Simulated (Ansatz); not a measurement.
MgS, response to strain

The parent structure is MgS in the rock salt structure (space group Fm-3m, No. 225; a = 5.2031 Å). Axes: x, y, z lie along the cube axes.

Strains are applied to the cell and any free atomic positions relax; under biaxial strain the out-of-plane vector relaxes too; under stress the whole cell relaxes.

Calculations: Kohn–Sham DFT with the r2SCAN functional, run in Ansatz (a program for electronic structure) with PAW and 500 eV plane waves, spin-orbit coupling left out.

Candidates:
(a) uniaxial strain ε_zz = +1.04 %
(b) biaxial strain +3.66 %, plane normal [001], relaxed out of plane
(c) uniaxial stress, 8 GPa tension along z
(d) tensor shear ε_xz = +0.49 %

Base values:

| Property | Value |
|---|---|
| Smallest direct gap | 4.64 eV |

Problem. Order them by smallest direct gap, highest first.

Solution. (d) tensor shear ε_xz = +0.49 % (4.59 eV), (a) uniaxial strain ε_zz = +1.04 % (4.53 eV), (b) biaxial strain +3.66 %, plane normal [001], relaxed out of plane (4.14 eV), (c) uniaxial stress, 8 GPa tension along z (3.83 eV)

Stability under load was not tested beyond the relaxation.
